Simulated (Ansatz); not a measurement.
Consider Ta in the bcc (W type) structure (space group Im-3m, No. 229).

```yaml
crystal:
  lattice:
    - [-1.64098, 1.64098, 1.64098]
    - [1.64098, -1.64098, 1.64098]
    - [1.64098, 1.64098, -1.64098]
  atoms:
    - { symbol: Ta, position: [0.00000, 0.00000, 0.00000] }
```

Cartesian axes are those of the cell as printed.

The values are results of Ansatz (an electronic-structure program), PBEsol, PAW, cutoff 420 eV, no SOC, not measurements.

Strains are applied to the cell and any free atomic positions relax; under biaxial strain the out-of-plane vector relaxes too; under stress the whole cell relaxes.

One change was made to it. Results:

The energy rises by 3.0 meV/atom; the volume per atom goes up by 0.089 Å³ (17.68 Å³ → 17.76 Å³).

Name the change that was made.
A. biaxial strain −1.20 %, plane normal [001], relaxed out of plane
B. uniaxial stress, 3 GPa tension along x
C. isotropic strain +3.24 %

B, uniaxial stress, 3 GPa tension along x. For comparison, the energy relative to the base in the other runs: isotropic strain +3.24 % gives +100 meV/atom; biaxial strain −1.20 %, plane normal [001], relaxed out of plane gives +4.5 meV/atom.

Without a gap, meshes like the base's 20×20×20 leave anisotropic stresses uncertain by several tenths of a GPa, and small strain energies with them. Stability under load was not tested beyond the relaxation. All final runs are without spin polarisation.
